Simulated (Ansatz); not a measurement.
Take BN in the zinc blende structure (space group F-43m, No. 216; a = 3.606 Å) as the base. Axes: x, y, z lie along the cube axes.

Now apply this change: tensile biaxial strain of 1.84 % in the plane normal to [001], as in epitaxy on a mismatched substrate; the out-of-plane cell vector and the atoms relax.

Levels (all Ansatz, a first-principles code, PAW): PBEsol (420 eV, no SOC); HSE06 (420 eV, without spin-orbit coupling).

The geometry is relaxed with PBEsol.

```
Quantity           Value
---------------  -------
PBEsol band gap  3.81 eV
```

Question: How does going to HSE06 change the band gap?

Answer: The band gap rises by 1.48 eV, from 3.81 eV to 5.29 eV.

Single points use the geometry relaxed with PBEsol. HSE06 was sampled on its mesh, a few special points and the semilocal edge points, so its gap is an upper bound. Whether these cells are dynamically stable was not tested.
